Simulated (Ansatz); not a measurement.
**NaI in the CsCl type structure (space group Pm-3m, No. 221; a hypothetical phase, not in the database extracts checked)**

```yaml
crystal:
  lattice:
    - [4.06205, 0.00000, 0.00000]
    - [0.00000, 4.06205, 0.00000]
    - [0.00000, 0.00000, 4.06205]
  atoms:
    - { symbol: Na, position: [0.00000, 0.00000, 0.00000] }
    - { symbol: I, position: [0.50000, 0.50000, 0.50000] }
```

All numbers come from plane-wave PAW DFT at the PBE level (Ansatz, a first-principles code, 420 eV), without spin-orbit coupling. Settings: 8×8×8 k-points, 0.05 eV Fermi–Dirac smearing.

| Item | Value |
|---|---|
| Volume per atom | 33.51 Å³ |
| Density | 3.71 g/cm³ |
| Band gap | 2.28 eV, indirect, M → Γ |
| Electron mass | 0.25 mₑ |
| Lowest conduction-band minima above the VBM | Γ 2.28 eV; M along ⟨110⟩ 2.82 eV |
| Total energy | -4500.786 eV/atom (σ→0; compares only within this code and set-up) |

Spin-orbit coupling, missing from the scalar runs, can matter with I. Masses are band curvatures over ±0.01 Å⁻¹ around the edge. Whether these cells are dynamically stable was not tested.
